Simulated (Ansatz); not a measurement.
Defect migration in fcc Cu: Zr-vacancy pair (Zr on one host Cu site, one Cu site vacant), neutral cell. Level of theory: PBE, PAW (plane waves to 420 eV; Ansatz, a program for electronic structure).

Cell of 32 host sites held at the relaxed PBE lattice; a 3×3×3 k-point mesh shifted by half a step; Fermi-Dirac width 0.10 eV, spin-restricted; finite-size errors left in. No zero-point or tunnelling terms. Forms of the defect that were not tried may lie lower.

Barriers: single points on a 5×5×5 k-point mesh shifted by half a step at the bands' geometries.

The step: one Cu atom jumps into the vacancy from a nearby Cu site (Zr-vacancy distance between ideal sites 2.57 → 5.13 Å). Atoms about the jump, Cartesian Å from the middle of the jump, before and after:

| atom | x0 | y0 | z0 | x1 | y1 | z1 |
|---|---|---|---|---|---|---|
| Cu1 | 0.00 | 0.84 | 0.84 | 0.00 | -0.84 | -0.84 |
| Cu2 | 1.78 | -0.95 | 0.82 | 1.82 | -0.91 | 0.88 |
| Cu3 | 1.78 | 0.82 | -0.95 | 1.82 | 0.87 | -0.91 |
| Cu4 | -1.78 | 0.82 | -0.95 | -1.82 | 0.88 | -0.91 |
| Cu5 | -1.78 | -0.95 | 0.82 | -1.82 | -0.91 | 0.88 |
| Cu6 | 0.00 | 2.62 | -0.91 | 0.00 | 2.59 | -0.84 |
| Cu7 | 0.00 | -0.91 | 2.62 | 0.00 | -0.84 | 2.59 |
| Cu8 | 0.00 | 0.77 | -2.74 | 0.00 | 0.87 | -2.75 |
| Cu9 | 0.00 | -2.74 | 0.77 | 0.00 | -2.76 | 0.88 |
| Zr10 | 0.00 | -2.48 | -2.48 | 0.00 | -2.75 | -2.75 |

Q: Where do these atoms stand at the saddle point, and how high is it?

A: 
```json
[
 {"atom": "Cu1", "x": "0.00", "y": "-0.04", "z": "-0.04"},
 {"atom": "Cu2", "x": "1.95", "y": "-0.98", "z": "0.88"},
 {"atom": "Cu3", "x": "1.95", "y": "0.89", "z": "-0.98"},
 {"atom": "Cu4", "x": "-1.96", "y": "0.88", "z": "-0.98"},
 {"atom": "Cu5", "x": "-1.96", "y": "-0.98", "z": "0.88"},
 {"atom": "Cu6", "x": "0.00", "y": "2.55", "z": "-0.87"},
 {"atom": "Cu7", "x": "0.00", "y": "-0.87", "z": "2.55"},
 {"atom": "Cu8", "x": "-0.01", "y": "0.75", "z": "-2.69"},
 {"atom": "Cu9", "x": "-0.01", "y": "-2.68", "z": "0.75"},
 {"atom": "Zr10", "x": "0.00", "y": "-2.53", "z": "-2.53"}
]
```
It lies 0.69 eV above the start and 0.61 eV above the end. The saddle point's order was not checked, and it lies on a symmetry element of the cell, where a band can be held.
